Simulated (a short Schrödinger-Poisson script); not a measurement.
**Symmetric double-gate stack, SiO2 on p-type Si(100)**

System: symmetric double-gate stack, SiO2 on p-type Si(100), at 77 K.

| layer | material | thickness (nm) | Na (cm⁻³) |
|---|---|---|---|
| 1 | SiO2 | 1.4 | - |
| 2 | Si | 6 | 1e16 |
| 3 | SiO2 | 1.4 | - |

Constants are typed, rounded textbook-type inputs, not results; the design itself was drawn at random and stands for no fabricated device. SiO2: permittivity 3.9, conduction-band edge (eV) 3.15, gap (eV) 9, electron mass (mₑ) 0.5. Si: permittivity 11.7, conduction-band edge (eV) 0, gap (eV) 1.124, Nv at 300 K (cm⁻³) 3.1e19.

Channel valleys (confinement mass, in-plane density-of-states mass, number): Δ2 0.916, 0.19, 2; Δ4 0.19, 0.417, 4. At the gates, both at one voltage, the conduction-band edge of layer 1 lies 3.72 eV − eVg above the Fermi level of the channel. Gaps are held at their typed values at every temperature. Mesh 0.03 nm at interfaces.

From a short Schrödinger-Poisson script (our own, NumPy): 1D Poisson equation in equilibrium, electrons quantum, Hartree (BenDaniel-Duke, 12 states a valley, the channel's in-plane mass for all, wave functions ending at the dielectric), parabolic valleys, classical holes, full ionisation, no traps, pinning or gate leakage.

| Vg (V) | electrons (cm⁻²) | C (μF/cm²) | Δ2 E0 (meV) | Δ2 E1 (meV) | Δ4 E0 (meV) | Δ4 E1 (meV) |
|---|---|---|---|---|---|---|
| 0.5 | 4.82e6 | < 0.003 | 81.7 | 115.9 | 125.2 | 290.1 |
| 0.55 | 8.48e9 | 0.206 | 32.0 | 66.2 | 75.6 | 240.5 |
| 0.6 | 4.81e11 | 2.56 | 3.8 | 36.6 | 47.3 | 210.9 |
| 0.65 | 1.36e12 | 3.00 | -6.1 | 24.3 | 37.6 | 198.7 |
| 0.7 | 2.33e12 | 3.17 | -12.9 | 15.2 | 31.1 | 189.8 |
| 0.75 | 3.34e12 | 3.31 | -18.2 | 7.7 | 26.0 | 182.5 |
| 0.8 | 4.39e12 | 3.44 | -22.5 | 1.5 | 22.2 | 176.7 |
| 0.85 | 5.48e12 | 3.52 | -26.1 | -3.8 | 19.1 | 171.8 |
| 0.9 | 6.59e12 | 3.58 | -29.1 | -8.4 | 16.7 | 167.7 |
| 0.95 | 7.71e12 | 3.63 | -31.9 | -12.6 | 14.5 | 163.9 |
| 1 | 8.85e12 | 3.66 | -34.5 | -16.6 | 12.6 | 160.5 |
| 1.05 | 1.00e13 | 3.69 | -37.1 | -20.4 | 10.8 | 157.3 |
| 1.1 | 1.12e13 | 3.71 | -39.5 | -24.0 | 9.2 | 154.3 |
| 1.15 | 1.23e13 | 3.74 | -41.9 | -27.5 | 7.7 | 151.4 |
| 1.2 | 1.35e13 | 3.76 | -44.3 | -30.9 | 6.3 | 148.7 |
| 1.25 | 1.47e13 | 3.78 | -46.6 | -34.3 | 5.0 | 146.2 |

Gate voltages with under 1e6 electrons/cm² are left out.

Subbands count from the Fermi level. The capacitance is that of both gates.
